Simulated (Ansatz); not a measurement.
**InP (model structure, within 0.1 Å of P6₂22, No. 180, 6 atoms in the cell)**

Computed with LDA in Ansatz (PAW).

Settings: plane-wave cutoff 520 eV, 18×18×6 k mesh (along the axes of the cell as run), Fermi–Dirac smearing 0.05 eV, scalar-relativistic PAW data made under PBE.

Cell (relaxed at this level):

```xyz
6
Lattice="4.0903 0.0000 0.0000 -2.0451 3.5423 0.0000 0.0000 0.0000 9.1541" Properties=species:S:1:pos:R:3 pbc="T T T"
In     2.0440     0.0000     6.1027
In    -1.0220     1.7701     3.0514
In     1.0232     1.7722     0.0000
P      2.0443     0.0000     1.5257
P     -1.0222     1.7704     7.6284
P      1.0230     1.7718     4.5770
```

```json
{
  "band_gap": "0.01 eV (under three smearing widths, so not firm)",
  "smallest_direct_gap_on_the_k_points_sampled": "0.02 eV (under three smearing widths, so not firm)",
  "bulk_modulus": "77.9 GPa"
}
```

Note: the bulk modulus is −V dP/dV from two relaxed cells at ±2 % in volume.

Spin–orbit coupling is not included; it can close the smallest gap of 0.01 eV.

Computed values are for the static lattice.

A model structure was made by putting elements into a prototype or built by hand; it is no filed structure, need not be a known phase, and can be a saddle point held by its symmetry.

Ansatz is a first-principles code.
